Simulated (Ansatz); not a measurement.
# The (110) surface of fcc Al in its 1x1 cell, outermost plane spacing 1.43 Å in the ideal cut

Calculation: PBE (plane waves to 420 eV, PAW; Ansatz, an electronic-structure program).

Model: 6-atom slab, 7.1 Å thick at the start (thin: gaps and levels are the slab's own), 13x9x1 mesh, Fermi-Dirac 0.1 eV, dipole correction, all atoms relaxed; held to the start's symmetry, so lower structures may exist; no spin, no spin-orbit, no U.

```json
{
  "surface energy (mean of both faces)": "64 meV/Å²",
  "surface_energy_before_relaxation": "1.05 J/m²",
  "work_function_of_the_top_face": "3.88 eV",
  "energy_released_by_relaxation": "0.043 eV",
  "cost": "very roughly 50 core-seconds"
}
```
